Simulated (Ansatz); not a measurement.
**A computed series for Pd: response to strain**

Start from Pd in the fcc (Cu type) structure (space group Fm-3m, No. 225; a = 3.841 Å; relaxed with 0.1 eV smearing). Axes: x, y, z lie along the cube axes.

Strains are applied to the cell and any free atomic positions relax.

The values are results of plane-wave PAW DFT at the LDA level (Ansatz, a quantum-chemistry and plane-wave program, 420 eV), no spin-orbit coupling, not measurements.

Notes on the quantities. pressure: mean of the normal stresses, compression positive; energy relative to the base: free energy F.

| case | pressure | energy relative to the base | shortest interatomic distance |
|---|---|---|---|
| base | 0.0 GPa | 0 meV/atom | 2.716 Å |
| uniaxial strain ε_zz = −3.00 % | (withheld) | (withheld) | (withheld) |
| uniaxial strain ε_zz = −2.50 % | 6.2 GPa | +7.9 meV/atom | 2.683 Å |
| uniaxial strain ε_zz = −2.00 % | 4.8 GPa | +5.0 meV/atom | 2.689 Å |
| uniaxial strain ε_zz = −1.50 % | 3.6 GPa | +2.8 meV/atom | 2.696 Å |
| uniaxial strain ε_zz = −1.00 % | 2.3 GPa | +1.2 meV/atom | 2.703 Å |
| uniaxial strain ε_zz = −0.50 % | 1.1 GPa | +0.3 meV/atom | 2.709 Å |
| uniaxial strain ε_zz = +1.00 % | -2.2 GPa | +1.2 meV/atom | 2.716 Å |
| uniaxial strain ε_zz = +2.00 % | -4.2 GPa | +4.6 meV/atom | 2.716 Å |
| uniaxial strain ε_zz = +2.50 % | -5.2 GPa | +7.2 meV/atom | 2.716 Å |

Question: Fill in the withheld entries from the trend.

Answer: 
- uniaxial strain ε_zz = −3.00 %, pressure: 7.5 GPa
- uniaxial strain ε_zz = −3.00 %, energy relative to the base: +12 meV/atom
- uniaxial strain ε_zz = −3.00 %, shortest interatomic distance: 2.676 Å

Whether these cells are dynamically stable was not tested. All final runs are without spin polarisation. Pd lies near a magnetic instability that expansion can trigger; it was not tested.
